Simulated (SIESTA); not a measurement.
A self-consistent single point of a sheet of PbO (4 atoms in the cell) with SIESTA.

Method of the run: GGA PBE with spin-orbit coupling, numerical atomic orbitals DZP, PseudoDojo PBE fully relativistic norm-conserving potentials (rewritten from UPF to PSML) run with SIESTA 5.4.2.

```
CELL_PARAMETERS angstrom
      3.91851     0.00000     0.00000
      0.00000     3.91851     0.00000
      0.00000     0.00000    16.36593
ATOMIC_POSITIONS crystal
  Pb 0.50000 0.00000 0.57228
  Pb 0.00000 0.50000 0.42772
  O  0.00000 0.00000 0.50000
  O  0.50000 0.50000 0.50000
```

Reference input (self-consistent single point, DFT, GGA PBE, numerical atomic orbitals DZP, PseudoDojo PBE standard norm-conserving potentials (rewritten from UPF to PSML)): XC.functional = GGA; XC.authors = PBE; potentials = PseudoDojo PBE standard; PAO.BasisSize = DZP; PAO.EnergyShift = 0.01 Ry; MeshCutoff = 350 Ry; kgrid.MonkhorstPack = 6 6 1; OccupationFunction = MP; OccupationMPOrder = 0; ElectronicTemperature = 0.1 eV; MaxSCFIterations = 150; SCF.Mixer.Method = Broyden. This run's input differs from it in these lines:

```diff
@@ -1,2 +1,2 @@
-# files in the folder: Pb.psml O.psml (PseudoDojo PBE standard)
+# files in the folder: Pb.psml O.psml (PseudoDojo PBE fully relativistic)
 SystemName  PbO
@@ -37,2 +37,9 @@
 ElectronicTemperature        0.1 eV
+Spin                         spin-orbit
+%block DM.InitSpin
+  1 0.00 0.00 0.00
+  2 0.00 0.00 0.00
+  3 0.00 0.00 0.00
+  4 0.00 0.00 0.00
+%endblock DM.InitSpin
```

Log, with long lists cut:

```
        iscf     Eharris(eV)        E_KS(eV)     FreeEng(eV)     dDmax    Ef(eV) dHmax(eV)
   scf:    1    -4704.698011    -4713.091513    -4713.091513  0.279954 -3.068440 12.707970
     spin moment: {S} , |S| = {    0.00000   -0.00000    0.00000 }     0.00000
   scf:    2    -4718.893970    -4716.328724    -4716.328724  0.027648 -2.361083  7.745090
     spin moment: {S} , |S| = {    0.00000   -0.00000   -0.00000 }     0.00000
   scf:    3    -4719.011220    -4718.603101    -4718.603101  0.041733 -4.115025  1.975417
     spin moment: {S} , |S| = {    0.00000    0.00000   -0.00000 }     0.00000
   [... lines left out ...]
     spin moment: {S} , |S| = {    0.00000    0.00000    0.00000 }     0.00000
   scf:   10    -4718.761855    -4718.764658    -4718.764658  0.000704 -2.911820  0.013661
     spin moment: {S} , |S| = {   -0.00000   -0.00000    0.00000 }     0.00000
   scf:   11    -4718.764894    -4718.764662    -4718.764662  0.000060 -2.912872  0.006453
     spin moment: {S} , |S| = {   -0.00000   -0.00000    0.00000 }     0.00000
   scf:   12    -4718.764866    -4718.764663    -4718.764663  0.000049 -2.913926  0.000820
     spin moment: {S} , |S| = {   -0.00000    0.00000    0.00000 }     0.00000
SCF Convergence by DM+H criterion
max |DM_out - DM_in|         :     0.0000494276
max |H_out - H_in|      (eV) :     0.0008201943
SCF cycle converged after 12 iterations

Using DM_out to compute the final energy and forces

siesta: E_KS(eV) =            -4718.7647

siesta: E_KS - E_eggbox =     -4718.7647

siesta: Atomic forces (eV/Ang):
     1    0.000000   -0.000000    1.376543
     2    0.000000    0.000000   -1.376543
     3    0.000000    0.000000    0.000000
     4    0.000000   -0.000000   -0.000000
   Tot    0.000000   -0.000000   -0.000000
   Max    1.376543
   Res    0.561972    sqrt( Sum f_i^2 / 3N )
   Max    1.376543    constrained

Stress tensor Voigt[x,y,z,yz,xz,xy] (kbar):      -26.82      -26.82      -20.83        0.00       -0.00       -0.00
(Free)E + p*V (eV/cell)    -4714.8711
   [... lines left out ...]
siesta: FreeEng =     -4718.764663
   [... lines left out ...]

siesta: Cell volume =        251.294601 Ang**3

siesta: Pressure (static):
siesta:                Solid            Molecule  Units
siesta:           0.00016875          0.00012170  Ry/Bohr**3
siesta:           0.01549409          0.01117406  eV/Ang**3
siesta:          24.82426287         17.90281651  kBar

siesta: Electric dipole (a.u.)  =   -0.000000   -0.000000   -0.000000
siesta: Electric dipole (Debye) =   -0.000000   -0.000000   -0.000000
```

The run converged in 12 iterations. Against the reference run the largest force goes from 1.319 to 1.377 eV/Å and the gap on the mesh goes from 2.847 to 2.710 eV.

The starting cell was generated: these elements placed on a structure prototype, without a prior relaxation; it need not be a known phase or ordering of this composition. Its lattice was rescaled in the plane by a random factor within 2.5 % of one. Values carry the incompleteness of an atom-centred basis. Forces in this geometry exceed 1 eV/Å.

Cost on one core of a shared machine: roughly 40 s.
